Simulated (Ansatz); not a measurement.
# Au in the fcc (Cu type) structure (space group Fm-3m, No. 225)

```
Au
1.0
    0.00000     2.07859     2.07859
    2.07859     0.00000     2.07859
    2.07859     2.07859     0.00000
Au
1
Direct
  0.00000   0.00000   0.00000
```

Method: Ansatz (a quantum-chemistry and plane-wave program) PBE, no spin-orbit coupling. Settings: 19×19×19 k-points, 0.05 eV Fermi–Dirac smearing.

```json
{
  "volume_per_atom": "17.96 Å³",
  "density": "18.21 g/cm³",
  "band_gap": "zero",
  "total_energy": "-13149.326 eV/atom (σ→0; compares only within this code and set-up)"
}
```

Stability against distortions was not tested.
